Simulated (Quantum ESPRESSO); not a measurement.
Troubleshooting Quantum ESPRESSO: a failed run on C (Fd-3m, 2 atoms in the cell). The aim is a self-consistent single point with DFT, PBE, plane waves, PseudoDojo standard norm-conserving (PBE) pseudopotentials.

Input:

```fortran
&control
   calculation = 'scf'
   prefix = 'pwscf'
   outdir = './tmp/'
   pseudo_dir = './'
   verbosity = 'high'
   tprnfor = .true.
   tstress = .true.
/
&system
   ibrav = 0
   nat = 2
   ntyp = 1
   ecutwfc = 85
   occupations = 'fixed'
   nbnd = 3
/
&electrons
   conv_thr = 1.0d-10
/
ATOMIC_SPECIES
C     12.0110  C.upf
CELL_PARAMETERS angstrom
   0.000000000     1.759367000     1.759367000
   1.759367000     0.000000000     1.759367000
   1.759367000     1.759367000     0.000000000
ATOMIC_POSITIONS angstrom
C     1.759367000    1.759367000    1.759367000
C     2.639050500    2.639050500    2.639050500
K_POINTS automatic
13 13 13  0 0 0
```

Output, abridged:

```
 %%%%%%%%%%%%%%%%%%%%%%%%%%%%%%%%%%%%%%%%%%%%%%%%%%%%%%%%%%%%%%%%%%%%%%%%%%%%%%
     Error in routine setup (1):
     too few bands
 %%%%%%%%%%%%%%%%%%%%%%%%%%%%%%%%%%%%%%%%%%%%%%%%%%%%%%%%%%%%%%%%%%%%%%%%%%%%%%

     stopping ...
```

Read the log: what does the program object to, and what is the fix?

The fault is too few bands; here the program stops on it instead of giving results. To fix it, raise the band count or leave it to the default. The program stopped before any SCF iteration.

The sound input it was made from differs as follows (other fixes are possible):
```diff
-   nbnd = 3
+   nbnd = 6
```

With that input, the run converged in 7 iterations: free energy E − TS -327.5287 eV; top of the valence band (on the code's own zero) 14.11 eV; gap on the k-point mesh 4.29 eV; pressure 21.33 GPa (DFT, PBE, plane waves, PseudoDojo standard norm-conserving (PBE) pseudopotentials).

On the sound input: the starting cell comes from a database of computed structures (which also holds hypothetical and non-ambient phases and stackings), without a prior relaxation at this level. Its lattice was rescaled by a random factor within 2.5 % of one. With a pressure of about 21 GPa the cell is away from its equilibrium volume at this level.
